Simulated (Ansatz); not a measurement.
## ZnS in the zinc blende structure (space group F-43m, No. 216)

```cif
data_SZn
_chemical_formula_sum 'Zn1 S1'
_space_group_name_H-M_alt 'P 1'
_space_group_IT_number 1
_cell_length_a 3.84909
_cell_length_b 3.84909
_cell_length_c 3.84909
_cell_angle_alpha 60.000
_cell_angle_beta 60.000
_cell_angle_gamma 60.000
loop_
_space_group_symop_operation_xyz
  'x, y, z'
loop_
_atom_site_label
_atom_site_type_symbol
_atom_site_fract_x
_atom_site_fract_y
_atom_site_fract_z
_atom_site_occupancy
Zn1 Zn 0.00000 0.00000 0.00000 1
S1 S 0.25000 0.25000 0.25000 1
```

Method: PBE (Ansatz, a quantum-chemistry and plane-wave program, PAW, no SOC). k-mesh 10×10×10 (Γ-centred); smearing 0.05 eV (Fermi–Dirac).

```yaml
volume_per_atom: 20.16 Å³
density: 4.01 g/cm³
band_gap: 2.02 eV, direct at Γ
electron_mass: 0.17 mₑ
Hole mass (degenerate bands, along [100]): 0.18, 0.72, 0.72 mₑ
Lowest conduction-band minima above the VBM: Γ 2.02 eV; L along ⟨111⟩ 3.26 eV; X along ⟨100⟩ 3.45 eV
total_energy: -2111.367 eV/atom (σ→0; compares only within this code and set-up)
```

Masses are band curvatures over ±0.01 Å⁻¹ around the edge. Stability against distortions was not tested.
